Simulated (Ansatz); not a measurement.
We look at the energy of the reaction as written. Reaction: 1/3 cell B + 1/3 cell C → cell A. The sign is products less reactants.

Cell A: a slab of TiAl (P4/mmm) cut along (101), 9 atoms, rectangular cell of 2.82 × 4.96 Å (14.0 Å²), symmetry Pm, 8.1 Å thick under 16 Å of vacuum, in-plane vectors held at the crystal's; planes from bottom to top: TiAl × 4 | O, its two faces unlike (dipole correction applied); added, foreign or displaced atoms, above the top plane: O bound to 1 Al at 1.90 Å and 2 Ti at 1.91 Å; spin state with PBE: run without spin, k-point mesh 16×9×1.
```xyz
9
Lattice="2.8237 0.0000 0.0000 0.0000 4.9581 0.0000 0.0000 0.0000 23.9921" Properties=species:S:1:pos:R:3 pbc="T T T"
Ti     1.4119     0.9708     8.0667
Al     0.0000     3.4354     7.9190
Ti     1.4119     4.3512    10.3163
Al     0.0000     1.8639    10.2968
Ti     1.4119     2.7159    12.6053
Al     0.0000     0.2437    12.6501
Ti     1.4119     1.1816    15.0657
Al     0.0000     3.6404    14.9286
O      0.0000     2.0736    15.9961
```

Cell B: a slab of TiAl (P4/mmm) cut along (101), 17 atoms, rectangular cell of 2.82 × 9.92 Å (28.0 Å²), symmetry Pm, 8.1 Å thick under 16 Å of vacuum, in-plane vectors held at the crystal's; planes from bottom to top: Ti2Al2 × 4 | O, its two faces unlike (dipole correction applied); added, foreign or displaced atoms, above the top plane: O bound to 2 Ti at 1.90 Å and 1 Al at 1.91 Å; spin state with PBE: run without spin, k-point mesh 16×5×1.
```
CELL_PARAMETERS angstrom
      2.82370     0.00000     0.00000
      0.00000     9.91628     0.00000
      0.00000     0.00000    23.99210
ATOMIC_POSITIONS crystal
  Ti 0.50000 0.59774 0.33434
  Al 0.00000 0.34636 0.32981
  Ti 0.50000 0.43992 0.42873
  Al 0.00000 0.18994 0.43117
  Ti 0.50000 0.27816 0.52787
  Al 0.00000 0.02648 0.53007
  Ti 0.50000 0.12201 0.62878
  Al 0.00000 0.86336 0.62366
  Ti 0.50000 0.09958 0.33804
  Al 0.00000 0.84842 0.33036
  Ti 0.50000 0.94021 0.43141
  Al 0.00000 0.68951 0.42739
  Ti 0.50000 0.77447 0.52324
  Al 0.00000 0.52582 0.52420
  Ti 0.50000 0.61209 0.61713
  Al 0.00000 0.37140 0.62817
  O  0.00000 0.20623 0.66906
```

Cell C: a slab of TiAl (P4/mmm) cut along (101), 10 atoms, rectangular cell of 2.82 × 4.96 Å (14.0 Å²), symmetry Pm, 8.1 Å thick under 16 Å of vacuum, in-plane vectors held at the crystal's; planes from bottom to top: TiAl × 4 | O2, its two faces unlike (dipole correction applied); added, foreign or displaced atoms, above the top plane: O bound to 1 Al at 1.86 Å and 2 Ti at 1.88 Å; O bound to 2 Al at 1.82 Å and 1 Ti at 1.88 Å; spin state with PBE: run without spin, k-point mesh 16×9×1.
```yaml
crystal:
  lattice:
    - [2.82370, 0.00000, 0.00000]
    - [0.00000, 4.95814, 0.00000]
    - [0.00000, 0.00000, 23.99210]
  atoms:
    - { symbol: Ti, position: [0.50000, 0.20341, 0.33680] }
    - { symbol: Al, position: [0.00000, 0.70178, 0.33113] }
    - { symbol: Ti, position: [0.50000, 0.88797, 0.43103] }
    - { symbol: Al, position: [0.00000, 0.38610, 0.42957] }
    - { symbol: Ti, position: [0.50000, 0.55639, 0.52493] }
    - { symbol: Al, position: [0.00000, 0.05849, 0.52870] }
    - { symbol: Ti, position: [0.50000, 0.23256, 0.62866] }
    - { symbol: Al, position: [0.00000, 0.71691, 0.62511] }
    - { symbol: O, position: [0.00000, 0.40081, 0.66678] }
    - { symbol: O, position: [0.50000, 0.88184, 0.65884] }
```

Plane-wave PAW calculations with Ansatz (an electronic-structure program), its default PAW set, cutoff 420 eV, 500 eV for r2SCAN. The structures are at rest with PBE, within the held lattices; other levels are single points on them. Neutral cells; Fermi-Dirac smearing of at most 0.10 eV in the solids, energies taken to zero width. The lattices are those relaxed with PBE, so at other levels the solids can be strained, which adds to the spread. A dispersion term (D3(BJ), or D4 for r2SCAN) was computed beside these levels and is taken off wherever the name lacks it. Static lattices, no vibrational contributions. No structure search was made; lower ones may exist. Values are for these cell sizes. The cells' k-point meshes differ in density, so the last digit is unsettled. Cell A has symmetry Pm and got no random move, so less symmetric positions, which may lie lower, weren't tried. Cell B has symmetry Pm and got no random move, so less symmetric positions, which may lie lower, weren't tried. Cell C has symmetry Pm and got no random move, so less symmetric positions, which may lie lower, weren't tried.

Question: Predict the value from PBE.

Answer: -0.27 eV, for 1/3 cell B + 1/3 cell C → cell A.

Question: How does the value move with the functional?

Answer: 
| Functional | value (eV) | less PBE |
|---|---|---|
| r2SCAN | -0.25 | 0.02 |

The levels span only 0.02 eV, too little to tell them apart.
